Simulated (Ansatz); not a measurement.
TiS2, pressure series

The parent structure is TiS$_{2}$ in the CdI2 type structure (space group P-3m1, No. 164; a = 3.361 Å, c = 5.523 Å; layered, stacked along the Cartesian z axis).

Cell and atoms are relaxed at each pressure.

All numbers come from PBE-D3(BJ) (Ansatz, a first-principles code), without spin-orbit coupling, earlier PAW set.

```
variant           shortest interatomic distance  c/a ratio
----------------  -----------------------------  ---------
base                                    2.409 Å      1.643
pressure −2 GPa                         2.422 Å      1.723
pressure −1 GPa                         2.415 Å      1.667
pressure 3 GPa                          2.393 Å      1.612
pressure 7 GPa                          2.374 Å      1.597
pressure 15 GPa                         2.344 Å      1.595
pressure 30 GPa                         2.302 Å      1.616
pressure 50 GPa                         2.262 Å      1.650
pressure 75 GPa                         2.226 Å      1.690
pressure 100 GPa                        2.198 Å      1.719
```

Load acts through the strain it causes; cell and atoms are relaxed under it. No phonon test of stability was made. Competing high-pressure phases were not computed. The base started in P3m1 and relaxed to P-3m1 at this level. All final runs are without spin polarisation.
